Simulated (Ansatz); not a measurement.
```
ZnO
1.0
    3.27933     0.00000     0.00000
   -1.63966     2.83998     0.00000
    0.00000     0.00000     5.29379
Zn O
2 2
Direct
  0.66667   0.33333   0.00213
  0.33333   0.66667   0.50213
  0.66667   0.33333   0.62307
  0.33333   0.66667   0.12307
```

The cell is fixed at its relaxed static size. Melting and transitions to other phases are not modelled. An odd repeat of the supercell leaves out some zone-boundary points, where instabilities often lie.

Q: Is this phase dynamically stable in the harmonic approximation, and at 300, 1000 K by the stochastic self-consistent harmonic approximation in a 3×3×2 supercell, PBE in Ansatz (an electronic-structure program)? Give the softest mode in each case.

A: Harmonic: softest mode 69 cm⁻¹ at q = (0.00, 0.00, 0.50), so stable at the wave vectors of the supercell. 300 K: stable, softest second derivative of the free energy 67 cm⁻¹ (error under 1) at q = (0.00, 0.00, 0.50), at 1.1 GPa in this cell. 1000 K: stable, softest second derivative of the free energy 64 cm⁻¹ (error under 1) at q = (0.00, 0.00, 0.50), at 2.7 GPa in this cell. The verdict is statistical, holds for these wave vectors and this fixed cell alone, and errs towards stability where frames are few. Wave vectors are fractions of the primitive cell's reciprocal vectors.
